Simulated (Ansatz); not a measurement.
WSi2, response to strain

The reference is WSi₂ (space group I4/mmm, No. 139; a = 3.202 Å, c = 7.818 Å; relaxed with 0.1 eV smearing). Axes: x, y, z lie along a, b, c of the conventional cell.

Strains are applied to the cell and any free atomic positions relax.

Calculations: PBEsol/PAW in Ansatz (a quantum-chemistry and plane-wave program), without spin-orbit coupling.

Notes on the quantities. energy relative to the base: free energy F; pressure: mean of the normal stresses, compression positive.

| case | volume per atom | energy relative to the base | pressure |
|---|---|---|---|
| base | 13.36 Å³ | 0 meV/atom | 0.0 GPa |
| uniaxial strain ε_xx = −3.00 % | 12.96 Å³ | [?] | 7.3 GPa |
| uniaxial strain ε_xx = −2.50 % | 13.03 Å³ | +12 meV/atom | 6.0 GPa |
| uniaxial strain ε_xx = −2.00 % | 13.09 Å³ | +7.6 meV/atom | 4.7 GPa |
| uniaxial strain ε_xx = −1.50 % | 13.16 Å³ | [?] | 3.5 GPa |
| uniaxial strain ε_xx = −0.50 % | 13.30 Å³ | +0.5 meV/atom | 1.1 GPa |
| uniaxial strain ε_xx = +1.00 % | 13.50 Å³ | [?] | -2.2 GPa |
| uniaxial strain ε_xx = +1.50 % | 13.56 Å³ | +4.0 meV/atom | -3.2 GPa |
| uniaxial strain ε_xx = +2.00 % | 13.63 Å³ | +7.0 meV/atom | [?] |
| uniaxial strain ε_xx = +3.00 % | 13.76 Å³ | +15 meV/atom | -6.1 GPa |

**Question.** Complete the table.

**Answer.** 
- uniaxial strain ε_xx = −3.00 %, energy relative to the base: +17 meV/atom
- uniaxial strain ε_xx = −1.50 %, energy relative to the base: +4.2 meV/atom
- uniaxial strain ε_xx = +1.00 %, energy relative to the base: +1.8 meV/atom
- uniaxial strain ε_xx = +2.00 %, pressure: -4.2 GPa

No phonon test of stability was made. All final runs are without spin polarisation.
